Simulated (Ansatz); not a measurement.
The reference is Sr in the fcc (Cu type) structure (space group Fm-3m, No. 225; a = 5.923 Å). Axes: x, y, z lie along the cube axes.

Level of theory: PBEsol/PAW in Ansatz (a first-principles code), spin-orbit coupling left out.

Strains are applied to the cell and any free atomic positions relax; under biaxial strain the out-of-plane vector relaxes too.

One change was made to it. Results:

```json
[
 {"quantity": "volume per atom", "base": "51.93 Å³", "after": "51.56 Å³"},
 {"quantity": "energy relative to the base (free energy F)", "base": "0 meV/atom", "after": "+0.2 meV/atom"},
 {"quantity": "band gap", "base": "zero", "after": "zero"}
]
```

Question: Which of these changes matches the shifts?
A. biaxial strain +1.67 %, plane normal [111], relaxed out of plane
B. biaxial strain −0.42 %, plane normal [111], relaxed out of plane
C. biaxial strain +2.08 %, plane normal [111], relaxed out of plane
D. biaxial strain +0.83 %, plane normal [111], relaxed out of plane
E. biaxial strain −2.50 %, plane normal [111], relaxed out of plane

Answer: B, biaxial strain −0.42 %, plane normal [111], relaxed out of plane. For comparison, the volume per atom in the other runs: biaxial strain +0.83 %, plane normal [111], relaxed out of plane gives 52.68 Å³; biaxial strain −2.50 %, plane normal [111], relaxed out of plane gives 49.71 Å³; biaxial strain +2.08 %, plane normal [111], relaxed out of plane gives 53.81 Å³; biaxial strain +1.67 %, plane normal [111], relaxed out of plane gives 53.44 Å³.

Stability against distortions was not tested.
